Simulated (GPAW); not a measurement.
Worked example: self-consistent single point of LaGe3Os (I4mm, 5 atoms in the cell) in GPAW.

Method of the run: LDA (Perdew-Wang 92), GPAW PAW datasets LDA (gpaw-data 1.0.1) (plane waves; GPAW).

The change in words: lattice scaled by 0.98. Reference geometry:
```xyz
5
Lattice="-2.2245 2.2245 5.0905 2.2245 -2.2245 5.0905 2.2245 2.2245 -5.0905" Properties=species:S:1:pos:R:3 pbc="T T T"
La     0.0000     0.0000    10.1641
Ge     0.0000     0.0000     4.3335
Ge     2.2245     0.0000     2.6436
Ge     0.0000     2.2245     2.6436
Os     0.0000     0.0000     6.7061
```

Reference input (self-consistent single point, DFT LDA (Perdew-Wang 92), plane waves, GPAW PAW datasets LDA (gpaw-data 1.0.1)): mode = pw; ecut = 850 eV; xc = LDA; kpts = 6 6 6; mesh shift (steps) = 0 0 0; occupations.name = fermi-dirac; occupations.width = 0.1 eV; nbands = -13; convergence.density = 1e-05 e/electron; symmetry.symmorphic = false; symmetry.tolerance = 0.0005; maxiter = 120. This run's input differs from it in these lines:

```diff
@@ -5,5 +5,5 @@
 atoms = Atoms(['La', 'Ge', 'Ge', 'Ge', 'Os'],
-              cell=[[-2.224455, 2.224455, 5.090515],
-                    [2.224455, -2.224455, 5.090515],
-                    [2.224455, 2.224455, -5.090515]],
+              cell=[[-2.179966, 2.179966, 4.988705],
+                    [2.179966, -2.179966, 4.988705],
+                    [2.179966, 2.179966, -4.988705]],
               scaled_positions=[[0.998340, 0.998340, 0.000000],
```

Output (repeated stretches shortened):

```
     iter     time        total  log10-change:
                         energy   eigst   dens
iter:   1 --:--:--   -37.215201
iter:   2 --:--:--   -37.012658   -0.81  -1.13
iter:   3 --:--:--   -36.677627   -0.64  -1.17
iter:   4 --:--:--   -36.542719   -1.86  -1.36
iter:   5 --:--:--   -36.535385   -1.47  -1.48
iter:   6 --:--:--   -36.549871c  -1.71  -1.95
iter:   7 --:--:--   -36.516234   -1.91  -1.82
iter:   8 --:--:--   -36.496350   -3.14  -2.22
iter:   9 --:--:--   -36.492622   -3.02  -2.50
iter:  10 --:--:--   -36.493315c  -3.67  -2.55
iter:  11 --:--:--   -36.492366c  -4.01  -2.79
iter:  12 --:--:--   -36.491841c  -3.96  -2.87
iter:  13 --:--:--   -36.491866c  -4.98  -3.04
iter:  14 --:--:--   -36.491782c  -5.04  -3.21
iter:  15 --:--:--   -36.491782c  -5.94  -3.60
iter:  16 --:--:--   -36.491776c  -6.74  -3.92
iter:  17 --:--:--   -36.491773c  -6.71  -3.98
iter:  18 --:--:--   -36.491770c  -6.52  -4.05
iter:  19 --:--:--   -36.491771c  -7.42c -4.24
iter:  20 --:--:--   -36.491773c  -7.02  -4.29
iter:  21 --:--:--   -36.491773c  -7.67c -4.62
iter:  22 --:--:--   -36.491772c  -8.53c -4.86
iter:  23 --:--:--   -36.491773c  -8.37c -4.92
iter:  24 --:--:--   -36.491772c  -8.64c -5.02c
Converged after 24 iterations.

Dipole moment: (-0.000000, 0.000000, 2.378770) |e|*Ang

Energy contributions relative to reference atoms: (reference = -870649.227504)

Kinetic:        +78.750189
Potential:      -67.677726
External:        +0.000000
XC:             -46.810298
Entropy (-ST):   -0.051452
Local:           -0.728212
SIC:             +0.000000
--------------------------
Free energy:    -36.517499
Extrapolated:   -36.491772

Showing only first 2 kpts
 Kpt  Band  Eigenvalues  Occupancy
  0    16      9.77915    1.99894
  0    17      9.77915    1.99894
  0    18     10.80357    0.12577
  0    19     10.80357    0.12577

  1    16      9.21303    2.00000
  1    17      9.75931    1.99913
  1    18     10.20584    1.92718
  1    19     10.71100    0.28965

Fermi level: 10.53342

No gap
   [... lines left out ...]
Energy (eV): -36.491772

Forces in eV/Ang:
  0 La   -0.00000   -0.00000    0.01613
  1 Ge   -0.00000   -0.00000   -0.30274
  2 Ge    0.00000   -0.00000    0.16670
  3 Ge    0.00000    0.00000    0.16670
  4 Os    0.00000    0.00000   -0.04555

Stress tensor:
    -0.014009     0.000000    -0.000000
     0.000000    -0.014009    -0.000000
    -0.000000    -0.000000    -0.019748
Stress (GPa, Voigt): [-2.2445 -2.2445 -3.164  -0.     -0.      0.    ]
```

The run converged in 24 iterations. GPAW prints stress with tension positive. Against the reference run the free energy falls by 11.3 meV/atom, the pressure goes from -5.18 to 2.55 GPa and the largest force goes from 0.147 to 0.303 eV/Å.

The starting cell comes from a database of computed structures (which also holds hypothetical and non-ambient phases and stackings), without a prior relaxation at this level. For this run, on top of that: lattice scaled by 0.98. Spin polarisation is off.

Cost on one core of a shared machine: roughly 4 min.
